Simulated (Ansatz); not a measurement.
## Rh, response to strain

Base system: Rh in the fcc (Cu type) structure (space group Fm-3m, No. 225; a = 3.7818 Å; relaxed with 0.1 eV smearing). Axes: x, y, z lie along the cube axes.

Strains are applied to the cell and any free atomic positions relax.

Levels (all Ansatz, a program for electronic structure, PAW, earlier PAW set): PBEsol (420 eV, no SOC); r2SCAN (500 eV, no spin-orbit coupling); PBEsol+SOC (420 eV, spin-orbit coupling included).

Pressures by level, all at the geometries relaxed with PBEsol:

```tsv
case	PBEsol	r2SCAN	PBEsol+SOC
base	0.0 GPa	4.6 GPa	0.2 GPa
uniaxial strain ε_zz = +2.20 %	-6.0 GPa	-1.6 GPa	-5.8 GPa
strain tensor (xx, yy, zz, yz, xz, xy) = (−0.63, −1.70, +0.54, +0.52, +2.07, −0.55) %	6.4 GPa	11.2 GPa	–
strain tensor (xx, yy, zz, yz, xz, xy) = (−0.03, +0.05, +1.14, +0.60, +0.99, −0.19) %	-3.1 GPa	1.4 GPa	-2.9 GPa
```

Single points use the geometry relaxed with PBEsol. Their cutoffs differ, which shifts pressures a little. Differences between runs with and without spin-orbit coupling are approximate. Whether these cells are dynamically stable was not tested. The runs without spin-orbit coupling are not spin-polarised. Rh lies near a magnetic instability that expansion can trigger; it was not tested.
